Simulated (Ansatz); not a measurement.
Here is the system:

```yaml
crystal:
  lattice:
    - [2.79317, 0.00000, 0.00000]
    - [-1.39658, 2.38321, 0.00000]
    - [0.00000, 0.00000, 4.44007]
  atoms:
    - { symbol: Re, position: [0.66790, 0.33581, 0.75000] }
    - { symbol: Re, position: [0.33210, 0.66419, 0.25000] }
```

No spin polarisation.

Method: PBEsol in Ansatz (plane waves to 420 eV, PAW, without spin-orbit coupling). Settings: 24×24×13 k-points, 0.1 eV Fermi–Dirac smearing.

Task: Predict the stress, space group and band gap.

Result: 
- Stress (xx, yy, zz, yz, xz, xy; compression positive) = (-8.9, -4.2, -3.5, 0.0, 0.0, 0.0) GPa
- Space group = Cmcm (No. 63)
- Band gap = zero

The cells carry an imposed strain or load. Whether these cells are dynamically stable was not tested. All final runs are without spin polarisation. The cell was made from Re in the hcp (Mg type) structure (space group P6_3/mmc, No. 194) by this change: uniaxial strain ε_xx = +1.50 %.

Ansatz is a first-principles code.
